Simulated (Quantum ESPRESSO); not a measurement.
**One base run on Zr3Sc4O12 (P1, 38 atoms in the cell) and variants with one or two settings moved**

```xyz
38
Lattice="6.2168 0.0000 0.0000 -1.0353 6.1550 0.0000 -2.0376 -2.4358 12.0454" Properties=species:S:1:pos:R:3 pbc="T T T"
Zr    -1.1198     2.1414     7.9087
Zr     3.1432     3.6846    12.0221
Zr     1.9436     3.6713     8.3886
Zr     1.1783     0.1260     3.6764
Zr     3.2997     1.7888     0.8383
Zr     4.1908     4.9105     5.9832
Sc    -0.0780     3.3597     1.9431
Sc    -0.1642     1.9082    11.2275
Sc     0.1888    -1.0637     9.6799
Sc     0.8899     3.1170     5.1802
Sc     2.3226     0.5857     6.8556
Sc     2.9173     4.7920     2.3644
Sc     3.2059     0.3623    10.1673
Sc     4.2743     1.6176     4.0532
O     -2.2764     1.8513    11.4578
O     -1.7664     4.1640     7.9662
O     -1.2350     3.0875     5.4850
O     -0.9228     0.6696     9.4363
O     -0.6310     5.4118     1.9106
O     -0.0770    -1.7354    11.6451
O      0.2146     3.1381     9.4777
O      0.1083     1.8494     3.5050
O      0.8005     2.0996     7.1177
O      0.9088    -0.5430     5.6972
O      1.2047     4.3341     3.5132
O      1.8506     3.2725     1.1004
O      1.3079     0.3741    10.9858
O      1.9611    -0.5585     8.5155
O      2.1732     4.2345     6.3925
O      2.3520     1.5537     4.9664
O      2.9876     1.8812     8.5491
O      2.9601     0.5599     2.5450
O      3.2185     5.5494     0.3766
O      3.8283    -1.6238    10.1108
O      4.0200     3.0384     2.5476
O      4.3851     0.6104     6.6388
O      4.9160    -0.4548     4.0902
O      5.4154     1.8360     0.5657
```

Base run A: LDA (PW92), PseudoDojo standard norm-conserving (LDA) pseudopotentials (Quantum ESPRESSO), self-consistent single point.

Its settings: ecutwfc = 85 Ry; occupations = fixed; potentials = {Zr: Zr.upf, Sc: Sc.upf, O: O.upf}; K_POINTS = automatic 2 2 1 1 1 1; nbnd = 160; conv_thr = 1e-09 Ry; mixing_beta = 0.7.

The starting cell comes from a database of computed structures (which also holds hypothetical and non-ambient phases and stackings), without a prior relaxation at this level. Its atoms were displaced at random from the sites of space group no. 1. In the base run, with a pressure of about -14 GPa the cell is away from its equilibrium volume at this level. The shifted mesh does not hold Γ, so a gap read on it misses any band edge there.

ΔF is the free energy per atom less that of run A. A dash stands where there is no value to compare (another energy zero or no entropy term, no result, no spin, no clean gap, or a mesh too coarse for one). Total energies depend on the potentials, the functional and any Hubbard or dispersion term, so they are compared only between runs that share all of them.

Run A gave: pressure (GPa) -13.51; largest force (eV/Å) 0.932; gap on the mesh (eV) 4.016; k-points 2.

Runs:
- B: K_POINTS: automatic 2 2 1 1 1 1 → automatic 1 1 1 0 0 0
- C: ecutwfc: 85 Ry → 68 Ry
- D: lattice scaled by 1.03
- E: input_dft: default → pz; potentials: PseudoDojo fully relativistic norm-conserving (PBE) [LDA (PZ)]

Task: What does run B change against A?

Result: The free energy rises by 2.8 meV/atom, the pressure goes from -13.51 to -13.97 GPa, the largest force goes from 0.932 to 1.053 eV/Å and the gap on the mesh goes from 4.016 to 4.004 eV.

Task: What does run D change against A?

Result: The free energy goes up by 141 meV/atom, the pressure goes from -13.51 to -25.54 GPa, the largest force goes from 0.932 to 0.983 eV/Å and the gap on the mesh goes from 4.016 to 3.715 eV.

Task: What does run E change against A?

Result: The pressure goes from -13.51 to -12.02 GPa, the largest force goes from 0.932 to 0.951 eV/Å and the gap on the mesh moves little (4.016 to 4.025 eV).

| run | ΔF (meV/atom) | pressure (GPa) | largest force (eV/Å) | gap on the mesh (eV) | k-points |
|---|---|---|---|---|---|
| A | 0.00 | -13.51 | 0.932 | 4.016 | 2 |
| B | 2.8 | -13.97 | 1.053 | 4.004 | 1 |
| C | 16.7 | -15.76 | 0.932 | 4.018 | 2 |
| D | 140.6 | -25.54 | 0.983 | 3.715 | 2 |
| E | – | -12.02 | 0.951 | 4.025 | 2 |
